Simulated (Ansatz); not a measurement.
**How the lattice parameter c of TiSi2 (model structure, started from the AlB2 type, P6/mmm, No. 191, 3 atoms in the cell) moves with the method**

No measured value is used here.

```csv
level (code),value (Å)
PBE (Ansatz),2.565
PBEsol (Ansatz),[?]
PBE-D3(BJ) (Ansatz),2.529
```

### Question
Some entries are withheld; supply them.

### Answer

- PBEsol (Ansatz, a quantum-chemistry and plane-wave program), value (Å): 2.541

Ansatz's density-functional and Hartree–Fock values are scalar-relativistic unless marked +SOC, with PAW data made under PBE.

A model structure was made by putting elements into a prototype or built by hand; it is no filed structure, need not be a known phase, and can be a saddle point held by its symmetry.
